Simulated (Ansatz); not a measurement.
A computed series for Nb5Si3: response to strain

Start from Nb5Si3 (space group I4/mcm, No. 140).

```
Nb5Si3
1.0
   -3.27432     3.27432     5.90315
    3.27432    -3.27432     5.90315
    3.27432     3.27432    -5.90315
Nb Si
10 6
Direct
  0.01690   0.18471   0.50000
  0.98310   0.81529   0.50000
  0.18471   0.68471   0.16781
  0.81529   0.31529   0.83219
  0.68471   0.51690   0.50000
  0.31529   0.48310   0.50000
  0.51690   0.01690   0.83219
  0.48310   0.98310   0.16781
  0.50000   0.50000   0.00000
  0.00000   0.00000   0.00000
  0.12935   0.62935   0.75870
  0.87065   0.37065   0.24130
  0.62935   0.87065   0.50000
  0.37065   0.12935   0.50000
  0.75000   0.75000   0.00000
  0.25000   0.25000   0.00000
```

Cartesian axes are those of the cell as printed.

Strains are applied to the cell and any free atomic positions relax; under biaxial strain the out-of-plane vector relaxes too; under stress the whole cell relaxes.

The values are results of PBEsol/PAW in Ansatz (a program for electronic structure), spin-orbit coupling left out, not measurements.

Notes on the quantities. pressure: mean of the normal stresses, compression positive; energy relative to the base: free energy F.

| case | pressure | shortest interatomic distance | energy relative to the base | space group |
|---|---|---|---|---|
| base | 0.0 GPa | 2.396 Å | 0 meV/atom | I4/mcm (No. 140) |
| biaxial strain −4.76 %, plane normal [001], relaxed out of plane | 14.8 GPa | 2.295 Å | … | I4/mcm (No. 140) |
| isotropic strain +0.56 % | -3.3 GPa | 2.409 Å | +2.8 meV/atom | I4/mcm (No. 140) |
| uniaxial strain ε_yy = −2.17 % | … | 2.372 Å | +9.8 meV/atom | Ibam (No. 72) |
| uniaxial stress, 2 GPa tension along x | – | 2.401 Å | … | Ibam (No. 72) |

Problem. Complete the table.

Solution. 
- biaxial strain −4.76 %, plane normal [001], relaxed out of plane, energy relative to the base: +101 meV/atom
- uniaxial strain ε_yy = −2.17 %, pressure: 4.9 GPa
- uniaxial stress, 2 GPa tension along x, energy relative to the base: +0.6 meV/atom

Without a gap, meshes like the base's 8×8×8 leave anisotropic stresses uncertain by several tenths of a GPa, and small strain energies with them. Beyond what the load breaks, stability against distortions was not tested. The final runs are not spin-polarised.
